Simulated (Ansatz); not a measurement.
Cost and result by functional for the adsorption energy of OH on the 1x1 (0001) surface of corundum (cut with top plane Al), one in a 1x1 cell, started at the site 'hollow Al-O-O-O over O at depth 2.3 Å', in Ansatz (plane waves, PAW). Single points on the PBE structure, on one kind of machine; costs are rough ratios of the slab run's core time (references not counted) to the cheapest single point. r2SCAN's cost holds its higher cutoff (500 against 420 eV). Differences are taken against r2SCAN for comparison alone: no measured value is at hand, so the table doesn't rank accuracy. The points keep PBE's geometry, so the relaxation of a polaron and the settling of charge on one site are left out.

Host crystal: corundum, with a band gap (PBE, scalar-relativistic without spin-orbit coupling).

Model: 22-atom slab, 6.7 Å thick at the start under the adsorbate (thin: gaps and levels are the slab's own), 6x6x1 mesh, Fermi-Dirac 0.01 eV, dipole correction, 9 atoms held, the rest relaxed; no symmetry held; spin-polarised, ending with about 1.0 μB a cell, a value that depends on the mesh; orders that need a larger cell were not tried, no spin-orbit, no U, no dispersion correction. The slab shows no gap over 0.04 eV on its mesh. At the end it is bonded to Al. In PBE it is, or lies within 0.03 eV of, the lowest of the starts that converged. These notes are the PBE run's. r2SCAN: The program's check for a lower electronic state was not made. Adsorption energies are against H2O(g) − ½ H2(g). A negative adsorption energy means that the adsorbate is more stable on the surface than in its reference.

| functional | relative cost | adsorption energy (eV) | less r2SCAN (eV) |
|---|---|---|---|
| RPBE | 1 | 0.87 | -0.12 |
| r2SCAN | 1 | 0.99 | 0.00 |
| PBE (the relaxed run's value) | – | 0.90 | -0.10 |

The values span 0.12 eV, while the single points' costs differ by a factor of roughly 1. Differences are of unrounded values.

Ansatz is a quantum-chemistry and plane-wave program.
